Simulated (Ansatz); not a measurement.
Crystal: AlN (F-43m, zinc blende, 2 atoms a cell, 10.4 Å³ an atom); both levels run on this one cell.

Complex bands along the normal of (001) by Ansatz (plane waves, PAW, no spin-orbit coupling). r2SCAN gives a gap of 3.94 eV and a slowest mid-gap decay of 0.304 1/Å.

Problem. What does PBE give on the same cell, and what does that do to the current through 2 nm?

Solution. Gap 3.33 eV, κ = 0.278 1/Å. The mid-gap transmission through 2 nm changes by exp(2 × 20 × (0.304 − 0.278)) = a factor of 2.8 against r2SCAN.

Ansatz is a first-principles code.
